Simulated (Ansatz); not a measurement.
Consider YN in the rock salt structure (space group Fm-3m, No. 225; a = 4.896 Å). Axes: x, y, z lie along the cube axes.

Level of theory: r2SCAN/PAW in Ansatz (a quantum-chemistry and plane-wave program), no spin-orbit coupling.

For the base:

- Electron mass = 1.3 mₑ along k, 0.15 mₑ across (at X)
- Valence-band top at Γ = 0.00, 0.00, 0.00 eV

Modification: biaxial strain −1.87 %, plane normal [001], relaxed out of plane (Cartesian); in-plane vectors clamped, the third vector and the atoms free.

Q: Estimate the effect on the electron mass.

A: The electron mass becomes 1.2 mₑ along k, 0.14 mₑ across (at X) (base: 1.3 mₑ along k, 0.15 mₑ across (at X)).

Q: Estimate the effect on the valence-band top at Γ.

A: The valence-band top at Γ (three highest levels, from the VBM) goes from 0.00, 0.00, 0.00 eV to 0.00, 0.00, -0.13 eV.

The levels and masses belong to the bands next to the band gap. Masses are band curvatures over ±0.01 Å⁻¹ around the edge. Along k means along the line from Γ to the band edge. Whether these cells are dynamically stable was not tested.
